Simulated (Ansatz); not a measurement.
Base system: BN in the zinc blende structure (space group F-43m, No. 216; a = 3.610 Å). Axes: x, y, z lie along the cube axes.

All numbers come from Kohn–Sham DFT with the r2SCAN functional, run in Ansatz (an electronic-structure program) with PAW and 500 eV plane waves, no spin-orbit coupling.

Before the change:

The band gap is 5.00 eV. The valence-band top at Γ is 0.00, 0.00, 0.00 eV.

It is then changed as follows: uniaxial strain ε_zz = −1.00 %, all other strain components held at zero; the atoms relax in the strained cell.

Q: Predict the new band gap and valence-band top at Γ.

A: The band gap shrinks by 0.17 eV, from 5.00 eV to 4.83 eV; the valence-band top at Γ (three highest levels, from the VBM) becomes 0.00, -0.10, -0.10 eV (base: 0.00, 0.00, 0.00 eV).

Stability against distortions was not tested.
